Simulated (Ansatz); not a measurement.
Input and output of a relaxation of the atoms for Li2HfO3 (Cm, 6 atoms in the cell) (Ansatz, a first-principles code).

Level of theory: LDA (PW92), default PAW files made with PBE (plane waves; Ansatz).

The change in words: one atom moved by 0.15 angstrom; relax: default → atoms; relax.f_tol: default → 0.05 eV/Å. Reference geometry:
```yaml
crystal:
  lattice:
    - [4.80618, -2.09009, 0.00000]
    - [4.80618, 2.09009, 0.00000]
    - [-0.06897, 0.00000, 3.19758]
  atoms:
    - { symbol: Li, position: [0.65669, 0.65669, 0.50719] }
    - { symbol: Li, position: [0.34331, 0.34331, 0.49281] }
    - { symbol: Hf, position: [0.00000, 0.00000, 0.00000] }
    - { symbol: O, position: [0.85976, 0.85976, 0.49067] }
    - { symbol: O, position: [0.14024, 0.14024, 0.50933] }
    - { symbol: O, position: [0.50000, 0.50000, 0.00000] }
```

Reference input (self-consistent single point, DFT, LDA (PW92), plane waves, default PAW files made with PBE): basis.ecutwfc = 420 eV; kpoints.mp_grid.grid = 7 7 8; hamiltonian.xc = lda; hamiltonian.pseudopotentials = {kind: paw} (the program's default PAW files); scf.occupations.method = fermi_dirac; scf.occupations.width = 0.02 eV. This run's input differs from it in these lines:

```diff
@@ -7,3 +7,3 @@
   atoms:
-    - { symbol: Li, position_ang: [6.277365, 0.000000, 1.621782] }
+    - { symbol: Li, position_ang: [6.277369, -0.000000, 1.771780] }
     - { symbol: Li, position_ang: [3.266034, -0.000000, 1.575800] }
@@ -22,2 +22,4 @@
   occupations: { method: fermi_dirac, width: 0.02 }
+relax:
+  f_tol: 0.05
 output:
```

Log, with long lists cut:

```
   [... SCF lines of the steps left out ...]
relax step   1: F+E_penalty+E_count = -17555.53653539 eV  Δ(F+E_penalty+E_count) = +0.000e0 eV  max|allowed force component| = 2.642e-1 eV/Å  Δτ_max = 0.0000 Å  (6 SCF iters, dr2 threshold 6.25e-5 eV, accepted)
relax step   2: F+E_penalty+E_count = -17555.54878242 eV  Δ(F+E_penalty+E_count) = -1.225e-2 eV  max|allowed force component| = 1.421e-1 eV/Å  Δτ_max = 0.0422 Å  (6 SCF iters, dr2 threshold 4.36e-6 eV, accepted)
relax step   3: F+E_penalty+E_count = -17555.55527110 eV  Δ(F+E_penalty+E_count) = -6.489e-3 eV  max|allowed force component| = 8.670e-2 eV/Å  Δτ_max = 0.0421 Å  (7 SCF iters, accepted)
relax step   4: F+E_penalty+E_count = -17555.55837686 eV  Δ(F+E_penalty+E_count) = -3.106e-3 eV  max|allowed force component| = 3.902e-2 eV/Å  Δτ_max = 0.0460 Å  (6 SCF iters, accepted)
the relaxation is at rest under the 2 symmetry operations that the run kept from its start: a minimum is not shown …
Free energy (F): -17555.558377 eV
Internal energy: -17555.558377 eV  (E = F + TS)
E sigma→0 (E₀):  -17555.558377 eV
Fermi energy:    9.805877 eV
--- Forces (eV/Å), atoms counted from 1 ---
  atom   1  Li     0.00425156    -0.00000000    -0.00942208
  atom   2  Li    -0.00360355     0.00000000     0.00107421
  atom   3  Hf    -0.00843198    -0.00000000     0.00036093
  atom   4  O      0.02798230     0.00000000    -0.02599639
  atom   5  O     -0.02144046    -0.00000000     0.03901927
  atom   6  O      0.00132068    -0.00000000    -0.00505269
--- Stress (GPa, compression-positive) ---
   [... lines left out ...]
    - { symbol: Hf, position: [8.461938359734873e-5, 8.461938359734873e-5, 0.007659930075804517] }
    - { symbol: O, position: [0.8603661409742868, 0.8603661409742868, 0.49948182394365415] }
    - { symbol: O, position: [0.1397122652192335, 0.1397122652192335, 0.5155078372249937] }
    - { symbol: O, position: [0.5000567127001277, 0.5000567127001277, 0.007850010370317424] }
```

The run converged. 

Summary of the result:
| Quantity | Result |
|---|---|
| Free energy E − TS (on the zero of these files) | -17555.5584 eV |
| Top of the valence band (on the code's own zero) | 7.82 eV |
| Gap on the k-point mesh | 3.95 eV |
| Pressure | -6.75 GPa |
| Largest force (vector length) | 0.045 eV/Å |
| Relaxation steps | 4 |

The starting cell comes from a database of computed structures (which also holds hypothetical and non-ambient phases and stackings), without a prior relaxation at this level. Its lattice was rescaled by up to half a per cent. For this run, on top of that: one atom moved by 0.15 angstrom. Spin-orbit coupling is off. Ansatz's pressure includes its estimate of the finite-basis (Pulay) stress. Without the estimate this run gives -7.57 GPa.

Cost on one core of a shared machine: roughly 40 s.

Keys are those of Ansatz 0.2.
